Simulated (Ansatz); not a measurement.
**Effect of Se → S on CdSe**

Take CdSe in the zinc blende structure (space group F-43m, No. 216; a = 6.133 Å) as the base.

The change: S takes the place of Se on all its sites, then cell and atoms are relaxed.

All numbers come from Ansatz (a quantum-chemistry and plane-wave program), r2SCAN, PAW, cutoff 500 eV, spin-orbit coupling left out. Settings: 10×10×10 k-points, 0.05 eV Fermi–Dirac smearing, for the changed cell.

| quantity | base | changed | shift |
|---|---|---|---|
| density | 5.51 g/cm³ | 4.73 g/cm³ | -0.78 g/cm³ |
| space group | F-43m (No. 216) | F-43m (No. 216) | – |
| band gap | 1.04 eV | 1.54 eV | +0.50 eV |
| gap character | direct at Γ | direct at Γ | – |
| width of the top valence band | 2.12 eV | 2.16 eV | +0.04 eV |
| electron mass | 0.093 mₑ (at Γ) | 0.15 mₑ (at Γ) | – |
| hole mass (degenerate bands, along [100]) | 0.098, 0.70, 0.70 mₑ (at Γ) | 0.16, 0.78, 0.78 mₑ (at Γ) | – |

Final structure:

```yaml
crystal:
  lattice:
    - [0.00000, 2.93894, 2.93894]
    - [2.93894, 0.00000, 2.93894]
    - [2.93894, 2.93894, 0.00000]
  atoms:
    - { symbol: S, position: [0.75000, 0.75000, 0.75000] }
    - { symbol: Cd, position: [0.00000, 0.00000, 0.00000] }
```

Effective masses come from finite differences of ±0.01 Å⁻¹. Semilocal Kohn–Sham gaps tend to fall short of experiment. Whether these cells are dynamically stable was not tested.
